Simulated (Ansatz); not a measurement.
A calculation on CsCl-type AuZn (cubic form, which distorts at low temperature) returned lattice constant a 3.170 Å, formation enthalpy -0.259 eV/atom.

For reference: formation enthalpy -0.235 ± 0.04 eV/atom (measured, temperature not stated, no zero-point or thermal correction; as tabulated in Nepal et al. (2020), arXiv:2007.11150).

### Question
Which level of theory produced these numbers?
A) PBEsol (Ansatz (a first-principles code))
B) PBE-D3(BJ) (Ansatz)
C) PBE (Ansatz)
D) HSE06 (Ansatz)

### Answer
D, HSE06 (Ansatz)

The others give: PBEsol 3.129 Å, -0.224 eV/atom; PBE 3.186 Å, -0.213 eV/atom; PBE-D3(BJ) 3.140 Å, -0.221 eV/atom.

Unless a cell is named, each level is at its own relaxed cell (HSE06 15.93, PBE 16.18, PBE-D3(BJ) 15.47, PBEsol 15.31 Å³/atom).

Caveats: exact exchange on metals is sensitive to the k mesh and can open a false gap (HSE06); symmetry holds this phase in the static calculation, where it need not be a minimum (PBEsol, PBE, PBE-D3(BJ), HSE06). Ansatz's density-functional and Hartree–Fock values are scalar-relativistic unless marked +SOC, with PAW data made under PBE.
